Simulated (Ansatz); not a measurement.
Consider the following.

```
CELL_PARAMETERS angstrom
      3.10519     0.00000     0.00000
     -1.55259     2.68917     0.00000
      0.00000     0.00000     5.05401
ATOMIC_POSITIONS crystal
  Al 0.33333 0.66667 0.99803
  Al 0.66667 0.33333 0.49803
  N  0.33333 0.66667 0.37697
  N  0.66667 0.33333 0.87697
```

Method: PBE with spin-orbit coupling, rigid bands (plane waves, PAW; Ansatz, an electronic-structure program). Condition of this run: uniaxial stress along c of -4.5 GPa (compression positive) (the target of the relaxation). How the cell was made: cell and atoms relaxed with PBEsol, then loaded as said.

Problem. Predict the electron conductivity mass (n e² τ/σ) at 300 K, by direction if it differs.

Solution. 0.31 (x), 0.31 (y), 0.29 (z) mₑ.

Problem. What conductivity effective mass do dilute holes have at 300 K?

Solution. 3.9 (x), 3.9 (y), 0.72 (z) mₑ.

Problem. And the band gap?

Solution. 4.18 eV at this level; semilocal functionals usually fall short of the measured gap.

Rigid bands, one relaxation time for all states, no polarons. Geometry: cell and atoms relaxed with PBEsol.
